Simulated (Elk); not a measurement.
Worked example: self-consistent single point of Yb (Fm-3m, 1 atom in the cell) in Elk.

Method of the run: PBE, spin-orbit coupling in second variation, all-electron FP-LAPW, Elk's shipped species files, APW+lo basis with extra local orbitals in Elk 10.2.4.

```yaml
crystal:
  lattice:
    - [0.00000, 2.75187, 2.75187]
    - [2.75187, 0.00000, 2.75187]
    - [2.75187, 2.75187, 0.00000]
  atoms:
    - { symbol: Yb, position: [0.00000, 0.00000, 0.00000] }
```

Reference input (self-consistent single point, DFT, PBE, all-electron FP-LAPW, Elk's shipped species files, APW+lo basis with extra local orbitals): xctype = 20; rgkmax = 8; stype = 3; swidth = 0.00367493 Ha; ngridk = 7 7 7; gmaxvr = 14 1/bohr; nxlo = 2; lorbcnd = true; lmaxi = 3. This run's input differs from it in these lines:

```diff
@@ -5,2 +5,5 @@
   20
+
+spinorb
+  .true.
 
@@ -20,2 +23,5 @@
   3
+
+nempty
+  10
```

Log, with long lists cut:

```
│ Self-consistent loop started │
│ Loop number : 1 │
 total energy                :     -13880.2203839
 total moment                :  -0.1330225435E-22 -0.9643035735E-22 -0.3028515993E-22
│ Loop number : 2 │
 total energy                :     -13917.8242270
 total moment                :  -0.5245737847E-22  0.8657905186E-22  0.5935239244E-22
RMS change in Kohn-Sham potential (target) :    1.383443530     (  0.1000000000E-05)
Absolute change in total energy (target)   :    37.60384315     (  0.1000000000E-03)
│ Loop number : 3 │
 total energy                :     -14069.0633964
   [... lines left out ...]
 total energy                :     -14076.0500584
 total moment                :   0.1264642725E-22  0.1158282619E-22  0.1011746457E-22
RMS change in Kohn-Sham potential (target) :   0.1366606599E-07 (  0.1000000000E-05)
Absolute change in total energy (target)   :   0.1022923880E-03 (  0.1000000000E-03)
│ Loop number : 23 │
 total energy                :     -14076.0500547
 total moment                :   0.8185799524E-23  0.1298294357E-22 -0.3530562071E-23
RMS change in Kohn-Sham potential (target) :   0.1606607950E-07 (  0.1000000000E-05)
Absolute change in total energy (target)   :   0.2181308446E-04 (  0.1000000000E-03)
Convergence targets achieved

│ Loop number : 24 │

Energies :
 Fermi                       :     0.145140127957
 xc effective B-field        :    -0.332751959643E-08
 external B-field            :      0.00000000000
 total energy                :     -14076.0500582
 (external B-field energy excluded from total)

Density of states at Fermi energy :    80.61486442
 (states/Hartree/unit cell)

Estimated indirect band gap :   0.3709950724E-02
 from k-point     13 to k-point      8
Estimated direct band gap   :   0.1179257595E-01
 at k-point     20

Charges :
 core                        :    46.00000000
 valence                     :    24.00000000
 interstitial                :    1.857503295
 muffin-tins (core leakage)
  species :    1 (Yb)
   atom    1                 :    68.14249670     (  0.1103050593E-05)
   [... lines left out ...]

Moments :
 interstitial                :  -0.1534617992E-22  0.3272098697E-22  0.1367943690E-22
 muffin-tins
  species :    1 (Yb)
   atom    1                 :  -0.5577472648E-23  0.2359839695E-22 -0.6692762333E-23
 total in muffin-tins        :  -0.5577472648E-23  0.2359839695E-22 -0.6692762333E-23
 total moment                :  -0.2092365257E-22  0.5631938392E-22  0.6986674567E-23

│ Self-consistent loop stopped │
```

The run converged in 24 iterations. The count includes the last loop, which Elk runs after its targets are met. 

The starting cell comes from a database of computed structures (which also holds hypothetical and non-ambient phases and stackings), without a prior relaxation at this level. Its lattice was rescaled by a random factor within 2.5 % of one. Values depend on the basis (sphere radii, cutoffs, local orbitals), which need not be converged. The log's line on a gap gives a spacing of levels on this mesh, which the program prints for metals too.
